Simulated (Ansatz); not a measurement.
An Ansatz (an electronic-structure program) input (Ansatz, LDA, PAW, cutoff 420 eV, no spin-orbit coupling):

Ansatz 0.2 input:
```yaml
crystal:
  lattice:
    - [2.9647055475, 0, 0]
    - [-1.4823527737, 2.5675103189, 0]
    - [0, 0, 4.865348535]
  atoms:
    - { symbol: Si, position: [0.3333333333, 0.6666666667, 0.9995920818] }
    - { symbol: Si, position: [0.6666666667, 0.3333333333, 0.4995920818] }
    - { symbol: C, position: [0.3333333333, 0.6666666667, 0.3754079182] }
    - { symbol: C, position: [0.6666666667, 0.3333333333, 0.8754079182] }
basis: { ecutwfc: 420, ecutrho_ratio: 4, xc_grid: 2, fft_grid_basis: typed }
kpoints: { mp_grid: { grid: [12, 12, 7] } }
hamiltonian:
  xc: lda
  dispersion: none
  pseudopotentials: { kind: paw }
scf: { occupations: { method: fermi_dirac, width: 0.05 }, convergence: { dr2_threshold: 0.0000000004 } }
relax: { f_tol: 0.005, max_steps: 50 }
output: { forces: true, stress: true }
checkpoint: { write: state.ck, write_every: 1000 }
```

Task: Which symmetry and how many k-points will the program report, and about how many plane waves at Γ?

Result: Space group P63mc (ITA 186) with 12 operations, k-points 76 of 1008, and 701 plane waves at Γ.

Task: And the final pressure?

Result: 25.09 GPa (compression positive).

The cells carry an imposed strain or load. No phonon test of stability was made. The cell was made from SiC in the wurtzite structure (space group P6_3mc, No. 186) by this change: isotropic strain −3.00 %.
